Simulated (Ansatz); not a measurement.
An Ansatz (an electronic-structure program) input (r2SCAN in Ansatz (plane waves to 500 eV, PAW, without spin-orbit coupling)):

Ansatz 0.2 input:
```yaml
crystal:
  lattice:
    - [2.9363906039, 0, 0.0419903856]
    - [-1.4681953019, 2.5429888584, -0.0209951928]
    - [0.0663551303, 0, 4.6402189032]
  atoms:
    - { symbol: Ti, position: [0.6666666667, 0.3333333333, 0.75] }
    - { symbol: Ti, position: [0.3333333333, 0.6666666667, 0.25] }
basis: { ecutwfc: 500, ecutrho_ratio: 4, xc_grid: 4, fft_grid_basis: typed }
kpoints: { mp_grid: { grid: [23, 23, 13] } }
hamiltonian:
  xc: r2scan
  dispersion: none
  pseudopotentials: { kind: paw }
scf: { occupations: { method: fermi_dirac, width: 0.1 }, convergence: { dr2_threshold: 0.0000000002 } }
relax: { f_tol: 0.005, max_steps: 50 }
output: { forces: true, stress: true }
checkpoint: { write: state.ck, write_every: 1000 }
```

Q: Which symmetry and how many k-points will the program report, and about how many plane waves at Γ?

A: Space group C2/c (ITA 15) with 4 operations, k-points 1800 of 6877, and 897 plane waves at Γ.

The cells carry an imposed strain or load. No phonon test of stability was made. The final runs are not spin-polarised. The cell was made from Ti in the hcp (Mg type) structure (space group P6_3/mmc, No. 194) by this change: tensor shear ε_xz = +1.43 %.
